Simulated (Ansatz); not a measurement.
Several settings converged on Sn (Immm, 1 atom in the cell)

```xyz
1
Lattice="-1.6963 1.9605 2.1142 1.6963 -1.9605 2.1142 1.6963 1.9605 -2.1142" Properties=species:S:1:pos:R:3 pbc="T T T"
Sn     0.0000     0.0000     0.0000
```

Base method: PBEsol, default PAW files made with PBE (plane waves; Ansatz, a program for electronic structure).

Base settings: basis.ecutwfc = 420 eV; kpoints.mp_grid.grid = 13 13 13; hamiltonian.xc = pbesol; hamiltonian.pseudopotentials = {kind: paw} (the program's default PAW files); scf.occupations.method = fermi_dirac; scf.occupations.width = 0.1 eV.

The count of work is k-points × plane waves × bands × iterations; it is no time. 

**The width of Fermi-Dirac smearing**

In this ladder: kpoints.mp_grid.grid = 21 21 21.

Narrow widths need finer meshes than wide ones, so the last steps can hold mesh noise.

Only quantities that move along the ladder and can be compared are tabulated; pressure and forces are left out, as mesh noise rules them at narrow widths.

| scf.occupations.width | free energy less the last step's (meV/atom) | energy extrapolated to zero width less the last step's (meV/atom) |
|---|---|---|
| 1 eV | -934.87 | -6.83 |
| 0.5 eV | -231.25 | 1.90 |
| 0.3 eV | -81.00 | 1.20 |
| 0.2 eV | -34.26 | 0.92 |
| 0.1 eV | -6.58 | 0.34 |
| 0.05 eV | 0.00 | 0.00 |

State of the energy extrapolated to zero width at the end of the ladder: still drifting one way, by 0.92 meV/atom over the last two steps, so the last step is no safe reference.

Widest scf.occupations.width that holds the free energy within 5 meV/atom: not settled: the last two steps still differ by 6.6 meV/atom, over half the tolerance, so the ladder does not show it.

The extrapolation to zero width removes most of the smearing's effect on the energy.

**The width of Methfessel-Paxton smearing**

In this ladder: kpoints.mp_grid.grid = 21 21 21; scf.occupations.method = methfessel_paxton.

Narrow widths need finer meshes than wide ones, so the last steps can hold mesh noise.

Only quantities that move along the ladder and can be compared are tabulated; pressure and forces are left out, as mesh noise rules them at narrow widths.

| scf.occupations.width | free energy less the last step's (meV/atom) |
|---|---|
| 1 eV | 1.44 |
| 0.5 eV | 1.11 |
| 0.3 eV | 0.64 |
| 0.2 eV | 0.32 |
| 0.1 eV | 0.07 |
| 0.05 eV | 0.00 |

Widest scf.occupations.width that holds the free energy within 0.5 meV/atom of the last step, with all finer ones: 0.2 eV; the step before is off by 0.64 meV/atom.

**The mesh under tetrahedron occupations**

In this ladder: scf.occupations.method = tetrahedron; scf.occupations.width = default.

Only quantities that move along the ladder and can be compared are tabulated.

```csv
kpoints.mp_grid.grid,free energy less the last step's (meV/atom),pressure (GPa),count of work / last
5 5 5,-10.45,-2.12,0.0087
7 7 7,-8.07,-2.61,0.017
8 8 8,-9.60,-2.83,0.025
10 10 10,-2.00,-2.88,0.046
12 12 12,-0.04,-2.86,0.075
15 15 15,-1.01,-2.93,0.14
19 19 19,-0.13,-2.96,0.27
24 24 24,0.13,-2.98,0.53
30 30 30,0.00,-3.00,1.0
```

Coarsest kpoints.mp_grid.grid that holds the pressure within 0.1 GPa of the last step, with all finer ones: 15 15 15, at 0.14 of the last step's count of work; the step before is off by 0.14 GPa.

Coarsest kpoints.mp_grid.grid that holds the free energy within 5 meV/atom of the last step, with all finer ones: 10 10 10, at 0.046 of the last step's count of work; the step before is off by 9.6 meV/atom.

On the base run: the starting cell comes from a database of computed structures (which also holds hypothetical and non-ambient phases and stackings), without a prior relaxation at this level. Its lattice was rescaled by up to half a per cent. Ansatz's pressure includes its estimate of the finite-basis (Pulay) stress.

Left out of this page: 4 runs of the series outside the window shown, repeating another row's setting, or not comparable.

Keys are those of Ansatz 0.2.
